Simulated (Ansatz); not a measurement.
System: Sr₂Ta₂O₇ (Cmc2₁, No. 36, 22 atoms in the cell; start mp-13664). Method: LDA (Ansatz, a program for electronic structure, plane waves, PAW).

Settings: plane-wave cutoff 520 eV, 10×10×6 k mesh (along the axes of the cell as run), Fermi–Dirac smearing 0.01 eV, scalar-relativistic PAW data made under PBE.

Cell (relaxed with PBEsol):

```
Sr2Ta2O7
1.0
    1.97332   -13.61789     0.00000
    1.97332    13.61789     0.00000
    0.00000     0.00000     5.67532
Sr Ta O
4 4 14
Cartesian
  1.97332   1.46128   1.34143
  1.97332  -1.46128   4.17909
  1.97332   5.84186   4.25447
  1.97332  -5.84186   1.41681
  1.97332 -12.12697   4.19618
  1.97332  12.12697   1.35852
  1.97332  -9.27258   1.38036
  1.97332   9.27258   4.21802
  1.97332   7.95714   2.88950
  1.97332  -7.95714   0.05184
  1.97332  10.86112   2.77191
  1.97332 -10.86112   5.60957
  1.97332  -4.06160   4.19646
  1.97332   4.06160   1.35880
  1.97332  -1.27291   1.34909
  1.97332   1.27291   4.18675
  1.97332  13.55974   2.82809
  1.97332 -13.55974   5.66575
  1.97332 -10.97042   2.67087
  1.97332  10.97042   5.50854
  1.97332  -8.02942   2.77010
  1.97332   8.02942   5.60776
```

**Question.** Predict the band gap.

**Answer.** 
- band gap: 2.91 eV

Note: cell and atoms aren't relaxed at this level (pressure -4.6 GPa).

Spin–orbit coupling is not included.

Static lattice: no zero-point or thermal effects.

Computing time: around 23 core-minutes (rough).

A start named mp-… is a Materials Project structure, which need not be a measured phase.
